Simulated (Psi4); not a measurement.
Psi4 1.11, PBE/def2-svpd: Ca(SH)2 ([SH][Ca][SH]), 5 atoms. The geometry is a generated start, not checked to be a minimum at this level.

```yaml
task: energy
method: pbe
basis: def2-svpd
memory: 3 GB
maxiter: 100
keys_of_the_molecule_block: symmetry c1
scf_type: df (default)
e_convergence: 1e-06 (default)
d_convergence: 1e-06 (default)
dft_radial_points: 75 (default)
dft_spherical_points: 302 (default)
basis_functions: 97
grid_points: 109891
```

```xyz
5

Ca     0.0626     0.0368     0.0418
S     -0.2556     1.3476    -2.1014
H      0.9131     1.9797    -2.0254
S      0.0895    -1.2301     2.2380
H     -0.8096    -2.1339     1.8469
```

With the defaults (diis = true, scf_initial_accelerator = adiis, damping_percentage = 0, diis_max_vecs = 10, guess = auto, which took SAD, level_shift = 0, level_shift_cutoff = 0.01, soscf = false, soscf_start_convergence = 0.01) it converges in 10 SCF iterations. One run each on 2 threads, with these changes:
- diis = false, scf_initial_accelerator = none, damping_percentage = 60
- diis_max_vecs = 3
- guess = sap
- diis_max_vecs = 20
- damping_percentage = 60
- level_shift = 0.5, level_shift_cutoff = 0.001
- guess = huckel
- soscf = true, soscf_start_convergence = 0.001
- guess = sapgau

Question: Name the settings that don't reach the solution of the defaults.

Answer: No convergence: diis = false, scf_initial_accelerator = none, damping_percentage = 60 (the run ends without SCF convergence in 100 iterations). The rest reach the solution of the defaults.

| setting | SCF iterations | JK calls | end |
|---|---|---|---|
| soscf = true, soscf_start_convergence = 0.001 | 8 | 19 | same solution |
| diis_max_vecs = 20 | 9 | 10 | same solution |
| guess = sap | 9 | 9 | same solution |
| guess = huckel | 9 | 24 | same solution |
| level_shift = 0.5, level_shift_cutoff = 0.001 | 9 | 10 | same solution |
| guess = sapgau | 9 | 9 | same solution |
| the defaults | 10 | 11 | same solution |
| diis_max_vecs = 3 | 13 | 14 | same solution |
| damping_percentage = 60 | 53 | 54 | same solution |
| diis = false, scf_initial_accelerator = none, damping_percentage = 60 | 100 | 101 | no convergence |

An SOSCF iteration holds several JK calls; a Hückel guess adds calls on atoms.
